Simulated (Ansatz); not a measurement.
**CuF (model structure, Pm-3m, No. 221, 2 atoms in the cell): bulk modulus B0 by level of theory**

No measured value is used here.

```tsv
level (code)	value (GPa)	cell (Å³/atom)
LDA (Ansatz)	138	9.63
PBE (Ansatz)	94.6	10.91
PBEsol (Ansatz)	116	10.17
r²SCAN (Ansatz)	114	10.27
```

LDA, PBE, PBEsol, r²SCAN: the bulk modulus is −V dP/dV from two relaxed cells at ±2 % in volume. Each level is taken at its own relaxed cell. Cutoffs differ between the levels. Ansatz's density-functional and Hartree–Fock values are scalar-relativistic unless marked +SOC, with PAW data made under PBE.

A model structure was made by putting elements into a prototype or built by hand; it is no filed structure, need not be a known phase, and can be a saddle point held by its symmetry.

Ansatz is a program for electronic structure.
